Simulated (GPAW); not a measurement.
GPAW run on C₃N₄ (P1, 7 atoms in the cell): self-consistent single point.

Computed with PBEsol, GPAW PAW datasets PBEsol (made by gpaw-setup) (plane waves; GPAW).

The change in words: atoms moved at random. Reference geometry:
```
CELL_PARAMETERS angstrom
      3.45676     0.00000     0.00000
      0.00000     3.45676     0.00000
      0.00000     0.00000     3.45676
ATOMIC_POSITIONS crystal
  C  0.00000 0.00000 0.50000
  C  0.50000 0.00000 0.00000
  C  0.00000 0.50000 0.00000
  N  0.24569 0.24569 0.75431
  N  0.24569 0.75431 0.24569
  N  0.75431 0.75431 0.75431
  N  0.75431 0.24569 0.24569
```

Reference input (self-consistent single point, DFT PBEsol, plane waves, GPAW PAW datasets PBEsol (made by gpaw-setup)): mode = pw; ecut = 950 eV; xc = PBEsol; kpts = 10 10 10; mesh shift (steps) = 0 0 0; occupations.name = fixed-uniform; nbands = -8; convergence.density = 1e-05 e/electron; convergence.energy = 1e-05 eV/electron; convergence.bands = -6; symmetry.symmorphic = false; symmetry.tolerance = 0.0005. This run's input differs from it in these lines:

```diff
@@ -8,9 +8,9 @@
                     [0.000000, 0.000000, 3.456760]],
-              scaled_positions=[[0.000000, 0.000000, 0.500000],
-                                [0.500000, 0.000000, 0.000000],
-                                [0.000000, 0.500000, 0.000000],
-                                [0.245690, 0.245690, 0.754310],
-                                [0.245690, 0.754310, 0.245690],
-                                [0.754310, 0.754310, 0.754310],
-                                [0.754310, 0.245690, 0.245690]],
+              scaled_positions=[[0.007291, 0.000033, 0.491045],
+                                [0.485736, 0.010162, 0.012250],
+                                [0.002715, 0.483020, -0.006203],
+                                [0.260883, 0.232035, 0.744814],
+                                [0.247027, 0.753904, 0.252264],
+                                [0.750139, 0.764221, 0.754376],
+                                [0.746209, 0.256625, 0.251454]],
               pbc=True)
```

Output (repeated stretches shortened):

```
     iter     time        total  log10-change:
                         energy   eigst   dens
iter:   1 --:--:--   -62.373878   +0.56
iter:   2 --:--:--   -61.869574   -0.79  -0.84
iter:   3 --:--:--   -59.985867   -0.64  -0.87
iter:   4 --:--:--   -59.962157   -1.69  -1.21
iter:   5 --:--:--   -59.909937   -1.22  -1.27
   [... 2 lines left out ...]
iter:   8 --:--:--   -59.814955   -2.79  -2.18
iter:   9 --:--:--   -59.815278   -2.47  -2.35
iter:  10 --:--:--   -59.809588   -3.27  -2.35
iter:  11 --:--:--   -59.809612   -4.39  -3.31
iter:  12 --:--:--   -59.809590c  -5.58  -3.30
iter:  13 --:--:--   -59.809584c  -6.21  -3.38
   [... lines left out ...]
iter:  17 --:--:--   -59.809569c  -6.78  -3.76
iter:  18 --:--:--   -59.809567c  -6.35  -3.88
iter:  19 --:--:--   -59.809567c  -6.86  -4.05
iter:  20 --:--:--   -59.809566c  -7.24  -4.24
iter:  21 --:--:--   -59.809566c  -6.82  -4.30
iter:  22 --:--:--   -59.809566c  -7.73c -4.49
iter:  23 --:--:--   -59.809566c  -8.76c -4.68
iter:  24 --:--:--   -59.809566c  -8.80c -4.71
iter:  25 --:--:--   -59.809565c  -8.60c -4.74
iter:  26 --:--:--   -59.809565c  -9.18c -4.82
iter:  27 --:--:--   -59.809565c  -9.18c -4.86
iter:  28 --:--:--   -59.809565c  -8.98c -4.96
iter:  29 --:--:--   -59.809565c  -8.57c -5.06c
Converged after 29 iterations.

Dipole moment: (-1.019385, -1.030808, -0.601178) |e|*Ang

Energy contributions relative to reference atoms: (reference = -8972.766255)

Kinetic:        +48.818981
Potential:      -43.957618
External:        +0.000000
XC:             -65.230603
Entropy (-ST):   +0.000000
Local:           +0.559675
SIC:             +0.000000
--------------------------
Free energy:    -59.809565
Extrapolated:   -59.809565

Showing only first 2 kpts
 Kpt  Band  Eigenvalues  Occupancy
  0    14     11.56314    2.00000
  0    15     11.94713    2.00000
  0    16     13.11502    0.00000
  0    17     14.32008    0.00000

  1    14     11.41509    2.00000
  1    15     11.76872    2.00000
  1    16     13.35301    0.00000
  1    17     14.61631    0.00000

Fermi level: 12.53107

Gap: 1.168 eV
Transition (v -> c):
   [... lines left out ...]
  1 C     2.51165   -1.91212   -1.36643
  2 C    -0.97151    2.64802   -0.15841
  3 N    -2.01115    1.92720    1.26376
  4 N    -0.56128   -0.18643   -0.95778
  5 N     1.04516   -1.12170    0.49662
  6 N     1.49883   -0.48277   -0.81048

Stress tensor:
     0.074837    -0.006545    -0.015730
    -0.006545     0.028850     0.003321
    -0.015730     0.003321     0.065103
Stress (GPa, Voigt): [11.9902  4.6223 10.4307  0.532  -2.5202 -1.0486]
```

The run converged in 29 iterations. GPAW prints stress with tension positive. Against the reference run the free energy goes up by 64.1 meV/atom, the largest force goes from 0.050 to 3.440 eV/Å and the gap on the mesh goes from 2.387 to 1.168 eV.

At such cutoffs GPAW's stress carries a finite-basis (Pulay) error, which enters relaxed cells too; its log prints stress with tension positive.

The starting cell comes from a database of computed structures (which also holds hypothetical and non-ambient phases and stackings), without a prior relaxation at this level. For this run, on top of that: atoms moved at random. Forces in this geometry exceed 1 eV/Å.

Cost on one core of a shared machine: roughly 9 min.
